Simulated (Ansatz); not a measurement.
The reference is TiB₂ (space group P6/mmm, No. 191).

```cif
data_B2Ti
_chemical_formula_sum 'Ti1 B2'
_space_group_name_H-M_alt 'P6/mmm'
_space_group_IT_number 191
_space_group_name_Hall '-P 6 2'
_cell_length_a 3.02469
_cell_length_b 3.02469
_cell_length_c 3.22263
_cell_angle_alpha 90.000
_cell_angle_beta 90.000
_cell_angle_gamma 120.000
loop_
_atom_site_label
_atom_site_type_symbol
_atom_site_symmetry_multiplicity
_atom_site_Wyckoff_symbol
_atom_site_fract_x
_atom_site_fract_y
_atom_site_fract_z
_atom_site_occupancy
Ti1 Ti 1 a 0.00000 0.00000 0.00000 1
B1 B 2 d 0.33333 0.66667 0.50000 1
```

Method: r2SCAN, PAW, 500 eV (Ansatz, a quantum-chemistry and plane-wave program; without spin-orbit coupling).

Base values:

The c/a ratio comes out as 1.065. The volume per atom comes out as 8.51 Å³. The band gap is zero.

It is then changed as follows: a negative pressure, −1 GPa.

What happens to the c/a ratio, volume per atom and band gap?

The c/a ratio is nearly the same (1.065 against 1.066); the volume per atom rises by 0.03 Å³ (8.51 Å³ → 8.54 Å³); the band gap is still zero.

Load acts through the strain it causes; cell and atoms are relaxed under it. No phonon test of stability was made. All final runs are without spin polarisation.
